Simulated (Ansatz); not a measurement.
Consider WSe2 (space group Fm-3m, No. 225; a = 6.2597 Å; ferromagnetic; a hypothetical phase, not in the database extracts checked; relaxed with 0.1 eV smearing). Axes: x, y, z lie along the cube axes.

All numbers come from r2SCAN (Ansatz, a quantum-chemistry and plane-wave program, PAW, scalar-relativistic without spin-orbit coupling), earlier PAW set.

A first run, uniaxial strain ε_xx = −1.25 %, gives secant values C11 ≈ 240 GPa and C12 ≈ 61 GPa from its stress. A second run applies isotropic strain +2.92 %.

Problem. What does linear elasticity predict for the bulk modulus −ΔP/(ΔV/V₀) in the second run, and what does the run give?

Solution. Linear elasticity: (C11 + 2 C12)/3 = 120 GPa. The run gives 91 GPa; any difference comes from nonlinear terms at these strains and numerical noise.

Other magnetic orders, which the real material may have, were not ruled out. Whether these cells are dynamically stable was not tested.
